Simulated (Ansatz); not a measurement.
**A computed series for BN: response to strain**

Base system: BN (space group P6_3/mmc, No. 194; layered, stacked along the Cartesian z axis).

```xyz
4
Lattice="2.5064 0.0000 0.0000 -1.2532 2.1706 0.0000 0.0000 0.0000 6.6147" Properties=species:S:1:pos:R:3 pbc="T T T"
B      1.2532     0.7235     4.9610
B      0.0000     1.4471     1.6537
N      0.0000     1.4471     4.9610
N      1.2532     0.7235     1.6537
```

Cartesian axes are those of the cell as printed.

Strains are applied to the cell and any free atomic positions relax; under biaxial strain the out-of-plane vector relaxes too.

Level of theory: Ansatz (a first-principles code), PBE-D3(BJ), PAW, cutoff 420 eV, scalar-relativistic without spin-orbit coupling.

| biaxial strain, plane normal [001], relaxed out of plane (%) | out-of-plane strain (%) |
|---|---|
| -3 | -0.52 |
| -2.4 | ? |
| -1.8 | -0.29 |
| -0.6 | -0.09 |
| 0 | 0.00 |

Task: Fit ε⊥ = −νε + γε² (strains in %) to the rows shown and predict the withheld row.

Result: Least squares on the printed values gives ν = -0.14 (the biaxial Poisson response) and γ = -0.010 (largest residual 0.00 %); this predicts -0.40 %, and the run gives -0.39 %, in agreement.

No phonon test of stability was made.
